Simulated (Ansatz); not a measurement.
BBi (model structure, started from the zincblende type, F-43m, No. 216, 2 atoms in the cell) was calculated with HSE06 (PAW; Ansatz, a program for electronic structure).

Numerical settings: plane-wave cutoff 520 eV, 8×8×8 k mesh, finite displacements, scalar-relativistic PAW data made under PBE.

Cell (relaxed at this level):

BiB is modelled in the cubic space group F-43m (No. 216), the zinc blende structure, Pearson symbol cF8. Conventional cell: a = 5.452 Å, b = 5.452 Å, c = 5.452 Å, α = 90.00°, β = 90.00°, γ = 90.00°. Bi on 4d has 4 B at 2.361 Å (tetrahedral). B on 4a has 4 Bi at 2.361 Å (tetrahedral). (Neighbours: up to the widest gap in distance over summed covalent radii, below 1.35, at either atom; cation-cation and far metal-metal contacts left out.)
(The calculation used a cell of 2 atoms; values per cell refer to that cell.)

Q: Give the computed zone-centre TO phonon frequency.

A: 
- zone-centre TO phonon frequency: 554 cm⁻¹

Spin–orbit coupling is not included; it can shift volumes and moduli of such heavy elements.

A model structure was made by putting elements into a prototype or built by hand; it is no filed structure, need not be a known phase, and can be a saddle point held by its symmetry.
